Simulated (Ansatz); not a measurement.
Take Hf in the hcp (Mg type) structure (space group P6_3/mmc, No. 194; a = 3.1174 Å, c = 4.9501 Å; relaxed with 0.1 eV smearing) as the base. Axes: x lies along a and z along c of the hexagonal cell.

Level of theory: LDA/PAW in Ansatz (a quantum-chemistry and plane-wave program), scalar-relativistic without spin-orbit coupling.

The change: uniaxial strain ε_xx = +0.50 %, all other strain components held at zero, atoms relaxed at fixed cell.

Predict the new stress.

The stress (xx, yy, zz, yz, xz, xy; compression positive) is (-0.9, -0.4, -0.4, 0.0, 0.0, 0.0) GPa.

Estimate the effect on the energy relative to the base.

The energy goes up by 0.3 meV/atom.

No phonon test of stability was made. The final runs are not spin-polarised.
